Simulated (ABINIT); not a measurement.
ABINIT 10.0.3, DFT, PBE, plane waves, JTH v2.0 PBE PAW: zinc-blende InP, 2 atoms. Basis and mesh were picked for this test and aren't claimed converged.

cell: 4.15, 4.15, 4.15 Å; 60, 60, 60°
task: scf
ecut: 15 Ha
pawecutdg: 30 Ha
nband: 16
k mesh (ngkpt): 10×10×10
shiftk: 0×0×0
nstep: 100
tolvrs: 1e-09
occopt: 7
tsmear: 0.002 Ha
diemac: 12
prtwf: 0
prtden: 0
paral_kgb: 0
wfoptalg: 10 (default)
nline: 4 (default)
iscf: 17 (default)
npulayit: 7 (default)
diemix: 0.7 (default)
dielng: 1.07748 (default)
kptopt: 1 (default)
k-points after symmetry: 47
bands: 16
symmetry operations: 24

Hardware: Intel Xeon 6 (Granite Rapids), 96 cores on 1 socket, 2 hardware threads a core, 3 L3 cache groups, 3 NUMA nodes.

Wall times, medians of two to five repeats, each run alone on the node (launch to exit). Unless noted, each process is bound to its own block of adjacent cores. Build: conda-forge: MPICH, OpenBLAS, FFTW3, no OpenMP, no ScaLAPACK. Other compilers and libraries give other times. Scratch files lie in a memory file system.

Started as
```bash
OMP_NUM_THREADS=1 mpirun -np 4 abinit run.abi
```
(4 ranks, diemix = 0.7 (default)) it takes 5.9 s and 10 SCF iterations.

Problem. How long does it take after this change: diemix = 0.2?

Solution. About 15 s (2 runs within 1 %): 2.5× as long. The largest move is in solving the bands at each k-point (vtowfk): 4.0 s to 11 s. Most of it follows the count of iterations, 10 against 32. Change in the result: energy under 0.001 meV/atom, pressure equal as printed.
